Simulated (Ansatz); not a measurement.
N on the O site (N_O) in monoclinic HfO2: one set of geometries, relaxed with PBE, evaluated in Ansatz (PAW, plane waves to 420 eV, 500 eV under r2SCAN) with PBE, r2SCAN.

Set-up: 96-site cell; 2×2×2 shifted k-points; start: the O(2,4-fold) site; charged states image-corrected; no spin–orbit coupling; energies good to tenths of an eV; flagged in the runs: a host whose relaxation on this sampling wasn't shown to rest.

| quantity | PBE | r2SCAN |
|---|---|---|
| host gap (eV) | 4.04 | (withheld) |
| ε(+1/0) above the VBM (eV) | 0.35 | (withheld) |
| ε(0/−1) above the VBM (eV) | 0.45 | (withheld) |
| neutral formation energy against N2 molecule in a box, O2 molecule in a box (eV) | 5.49 | (withheld) |
| largest moment on one atom at charge 0 (μB) | 0.53 | (withheld) |

### Question
Given the lower rungs, what does r2SCAN give?

### Answer

- host gap (eV), r2SCAN: 4.54
- ε(+1/0) above the VBM (eV), r2SCAN: 0.37
- ε(0/−1) above the VBM (eV), r2SCAN: 0.77
- neutral formation energy against N2 molecule in a box, O2 molecule in a box (eV), r2SCAN: 5.56
- largest moment on one atom at charge 0 (μB), r2SCAN: 0.60

Ansatz is a quantum-chemistry and plane-wave program.
